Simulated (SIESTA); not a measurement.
Input and output of a self-consistent single point for As₂Ru (Pnnm, 6 atoms in the cell) (SIESTA).

Method of the run: LDA PW92, numerical atomic orbitals DZP, PseudoDojo LDA standard norm-conserving potentials (rewritten from UPF to PSML) (SIESTA 5.4.2).

The change in words: lattice scaled by 0.98. Reference geometry:
```yaml
crystal:
  lattice:
    - [5.43556, 0.00000, 0.00000]
    - [0.00000, 6.20595, 0.00000]
    - [0.00000, 0.00000, 3.00115]
  atoms:
    - { symbol: As, position: [0.32922, 0.86635, 0.50000] }
    - { symbol: As, position: [0.67078, 0.13365, 0.50000] }
    - { symbol: As, position: [0.82922, 0.63365, 0.00000] }
    - { symbol: As, position: [0.17078, 0.36635, 0.00000] }
    - { symbol: Ru, position: [0.50000, 0.50000, 0.50000] }
    - { symbol: Ru, position: [0.00000, 0.00000, 0.00000] }
```

Reference input (self-consistent single point, DFT, LDA PW92, numerical atomic orbitals DZP, PseudoDojo LDA standard norm-conserving potentials (rewritten from UPF to PSML)): XC.functional = LDA; XC.authors = PW92; potentials = PseudoDojo LDA standard; PAO.BasisSize = DZP; PAO.EnergyShift = 0.01 Ry; MeshCutoff = 300 Ry; kgrid.MonkhorstPack = 3 3 6; OccupationFunction = FD; ElectronicTemperature = 0.01 eV; MaxSCFIterations = 150; SCF.Mixer.Method = Broyden; SCF.Mixer.Weight = 0.1. This run's input differs from it in these lines:

```diff
@@ -12,5 +12,5 @@
 %block LatticeVectors
-     5.435560000    0.000000000    0.000000000
-     0.000000000    6.205950000    0.000000000
-     0.000000000    0.000000000    3.001150000
+     5.326849000    0.000000000    0.000000000
+     0.000000000    6.081831000    0.000000000
+     0.000000000    0.000000000    2.941127000
 %endblock LatticeVectors
@@ -18,7 +18,7 @@
 %block AtomicCoordinatesAndAtomicSpecies
-     3.381655571   10.160159341    2.835675779  1
-     6.890064163    1.567386502    2.835675779  1
-     8.517515438    7.431159423    0.000000000  1
-     1.754204296    4.296386420    0.000000000  1
-     5.135859867    5.863772922    2.835675779  2
+     3.314022584    9.956956154    2.778962264  1
+     6.752263133    1.536038772    2.778962264  1
+     8.347165442    7.282536235    0.000000000  1
+     1.719120275    4.210458691    0.000000000  1
+     5.033142859    5.746497463    2.778962264  2
      0.000000000    0.000000000    0.000000000  2
```

Output (repeated stretches shortened):

```
        iscf     Eharris(eV)        E_KS(eV)     FreeEng(eV)     dDmax    Ef(eV) dHmax(eV)
   scf:    1   -16957.054832   -17014.912845   -17014.912845  0.739316 -2.332194 17.845078
   scf:    2   -17039.627514   -17029.448588   -17029.448588  0.188406 -3.255103  8.855577
   scf:    3   -17034.663268   -17033.620566   -17033.620566  0.144835 -3.658708  1.878504
   scf:    4   -17034.149511   -17033.923437   -17033.923437  0.131813 -3.943245  0.507064
   scf:    5   -17033.922842   -17033.929008   -17033.929008  0.048130 -4.109484  0.106636
   scf:    6   -17033.941091   -17033.937050   -17033.937050  0.016378 -4.065282  0.057080
   scf:    7   -17033.937101   -17033.937205   -17033.937205  0.001212 -4.049349  0.016320
   scf:    8   -17033.937275   -17033.937250   -17033.937250  0.000423 -4.050330  0.002785
   scf:    9   -17033.937258   -17033.937254   -17033.937254  0.000266 -4.048498  0.001059
   scf:   10   -17033.937254   -17033.937254   -17033.937254  0.000021 -4.048330  0.000973
SCF Convergence by DM+H criterion
max |DM_out - DM_in|         :     0.0000208663
max |H_out - H_in|      (eV) :     0.0009730780
SCF cycle converged after 10 iterations

Using DM_out to compute the final energy and forces

siesta: E_KS(eV) =           -17033.9373

siesta: E_KS - E_eggbox =    -17033.9373

siesta: Atomic forces (eV/Ang):
     1   -0.048913   -0.645213   -0.000000
     2    0.048913    0.645213   -0.000000
     3   -0.048913    0.645213    0.000000
     4    0.048913   -0.645213   -0.000000
     5    0.000000   -0.000000    0.000000
     6    0.000000   -0.000000   -0.000000
   Tot    0.000000   -0.000000   -0.000000
   Max    0.645213
   Res    0.305029    sqrt( Sum f_i^2 / 3N )
   Max    0.645213    constrained

   [... lines left out ...]
siesta: FreeEng =    -17033.937254
   [... lines left out ...]
siesta:    -0.080719    0.000000   -0.000000
siesta:     0.000000   -0.059842   -0.000000
siesta:    -0.000000   -0.000000   -0.041225

siesta: Cell volume =         95.283678 Ang**3

siesta: Pressure (static):
siesta:                Solid            Molecule  Units
siesta:           0.00065997          0.00073270  Ry/Bohr**3
siesta:           0.06059568          0.06727339  eV/Ang**3
siesta:          97.08498056        107.78384726  kBar
```

The run converged in 10 iterations. Against the reference run the free energy goes up by 24.6 meV/atom, the pressure goes from -1.18 to 9.71 GPa, the largest force goes from 0.596 to 0.647 eV/Å and the gap on the mesh goes from 0.608 to 0.667 eV.

The starting cell comes from a database of computed structures (which also holds hypothetical and non-ambient phases and stackings), without a prior relaxation at this level. For this run, on top of that: lattice scaled by 0.98. Values carry the incompleteness of an atom-centred basis. With a pressure of about 10 GPa the cell is away from its equilibrium volume at this level.
